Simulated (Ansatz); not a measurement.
Ca₂BeN₂ (model structure, started from the Ca2ZnN2 type, I4/mmm, No. 139, 5 atoms in the cell) was calculated with PBEsol (plane waves, PAW; Ansatz, a quantum-chemistry and plane-wave program).

Run with plane-wave cutoff 520 eV, 14×14×14 k mesh, Fermi–Dirac smearing 0.01 eV, scalar-relativistic PAW data made under PBE.

Cell (relaxed at this level):

```yaml
crystal:
  lattice:
    - [-1.75803, 1.75803, 5.73020]
    - [1.75803, -1.75803, 5.73020]
    - [1.75803, 1.75803, -5.73020]
  atoms:
    - { symbol: Ca, position: [0.65554, 0.65554, 0.00000] }
    - { symbol: Ca, position: [0.34446, 0.34446, 0.00000] }
    - { symbol: Be, position: [0.00000, 0.00000, 0.00000] }
    - { symbol: N, position: [0.86565, 0.86565, 0.00000] }
    - { symbol: N, position: [0.13435, 0.13435, 0.00000] }
```

Task: Estimate the band gap and smallest direct gap on the k points sampled that the calculation returns.

Result: 
band gap: 1.02 eV (indirect)
smallest direct gap on the k points sampled: 1.08 eV

Note: the relaxation could raise the start's symmetry but not lower it, so the cell can be a saddle point.

Computing time: around 40 core-seconds (rough).

A model structure was made by putting elements into a prototype or built by hand; it is no filed structure, need not be a known phase, and can be a saddle point held by its symmetry.
